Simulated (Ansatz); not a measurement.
The starting structures come from a database of crystals and need not be the phases stable at ambient conditions.

 Where the default PAW files enter, the runs use the earlier of Ansatz's two default sets.

Crystal: Ca(HO)2 (P-3m1, not sure to be the ambient phase, 5 atoms a cell, 10.6 Å³ an atom); planes in its conventional cell.

Level of theory: PBEsol (plane waves, PAW; Ansatz, a first-principles code).

No gap correction and no spin-orbit coupling; mid-gap values are interpolated between computed energies.

| plane | area of the cell (Å²) | mid-gap κ (1/Å) | largest κ in the gap (1/Å) |
|---|---|---|---|
| (111) | 31.7 | 0.36 | 0.36 |
| (001) | 11.1 | (withheld) | (withheld) |
| (100) | 17.1 | (withheld) | (withheld) |
| (110) | 29.7 | (withheld) | (withheld) |

### Question
The slowest decay depends on the direction. Supply the withheld values.

### Answer

- (001), mid-gap κ (1/Å): 0.46
- (001), largest κ in the gap (1/Å): 0.53
- (100), mid-gap κ (1/Å): 0.35
- (100), largest κ in the gap (1/Å): 0.35
- (110), mid-gap κ (1/Å): 0.35
- (110), largest κ in the gap (1/Å): 0.35
